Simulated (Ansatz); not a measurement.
**A computed series for TiAl3: pressure series**

Take TiAl$_{3}$ (space group I4/mmm, No. 139) as the base.

```yaml
crystal:
  lattice:
    - [-1.92294, 1.92294, 4.30997]
    - [1.92294, -1.92294, 4.30997]
    - [1.92294, 1.92294, -4.30997]
  atoms:
    - { symbol: Al, position: [0.50000, 0.50000, 0.00000] }
    - { symbol: Al, position: [0.75000, 0.25000, 0.50000] }
    - { symbol: Al, position: [0.25000, 0.75000, 0.50000] }
    - { symbol: Ti, position: [0.00000, 0.00000, 0.00000] }
```

Cell and atoms are relaxed at each pressure.

Level of theory: Ansatz (an electronic-structure program) PBE, no spin-orbit coupling.

```csv
pressure (GPa),volume per atom (Å³/atom)
-1,16.092
0,15.937
3,?
7,15.027
15,14.235
30,13.142
50,12.116
75,11.197
100,10.506
```

Task: Fit the third-order Birch–Murnaghan form P(V) = (3B₀/2)[(V₀/V)^(7/3) − (V₀/V)^(5/3)]·[1 + (3/4)(B₀′ − 4)((V₀/V)^(2/3) − 1)] (squares taken in P) to the rows shown and predict the withheld row.

Result: Least squares on the printed values gives V₀ = 15.933 Å³/atom, B₀ = 107 GPa, B₀′ = 3.9; this predicts 15.516 Å³/atom, and the run gives 15.516 Å³/atom, in agreement.

Load acts through the strain it causes; cell and atoms are relaxed under it. Stability against distortions was not tested. Competing high-pressure phases were not computed. All final runs are without spin polarisation.
